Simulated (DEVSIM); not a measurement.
# abrupt Si n-p junction

Device: abrupt Si n-p junction, at 300 K.

| layer (left to right) | material | thickness (μm) | Nd (cm⁻³) | Na (cm⁻³) | τn (s) | τp (s) |
|---|---|---|---|---|---|---|
| 1 | Si | 9.80 | 5.6e16 | - | 5.6e-6 | 5.6e-6 |
| 2 | Si | 0.990 | - | 1.2e14 | 5.6e-6 | 5.6e-6 |

Left contact: ohmic. Right contact: ohmic. Voltage is applied to the left contact. Recombination: SRH at mid-gap. Mobility is constant in doping.

The device is made up for the run: typed textbook-type constants, with dimensions and the other settings drawn at random. Values at 300 K.

| parameter | Si |
|---|---|
| gap (eV) | 1.124 |
| affinity (eV) | 4.05 |
| permittivity | 11.7 |
| Nc (cm⁻³) | 2.86e19 |
| Nv (cm⁻³) | 3.1e19 |
| μn (cm²/Vs) | 1417 |
| μp (cm²/Vs) | 470 |

DEVSIM, 1D drift-diffusion, Boltzmann statistics, complete ionisation; no tunnelling, impact ionisation, image-force lowering or self-heating.

* **Potential step across the device at zero bias**: 0.641 V
* **Largest field in the device at zero bias**: 14000 V/cm
* **Dark forward voltage at 1 A/cm²**: 0.393 V
* **Dark forward voltage at 100 A/cm²**: 0.588 V

Small-signal capacitance in reverse bias (quasi-static):

| V (V) | C (nF/cm²) |
|---|---|
| 0.04 | 10.8 |
| 0.1 | 10.7 |
| 0.2 | 10.7 |
| 0.3 | 10.6 |
| 0.4 | 10.5 |
| 0.6 | 10.4 |
| 0.8 | 10.4 |
| 1 | 10.3 |
| 1.3 | 10.3 |
| 1.6 | 10.2 |
| 2 | 10.2 |

Dark reverse current:

```csv
V (V),J (A/cm²)
0.04,9.7e-7
0.10,1.3e-6
0.20,1.6e-6
0.30,1.8e-6
0.40,2.0e-6
0.60,2.5e-6
0.80,2.9e-6
1.00,3.4e-6
1.30,4.0e-6
1.60,4.7e-6
2.00,5.5e-6
```
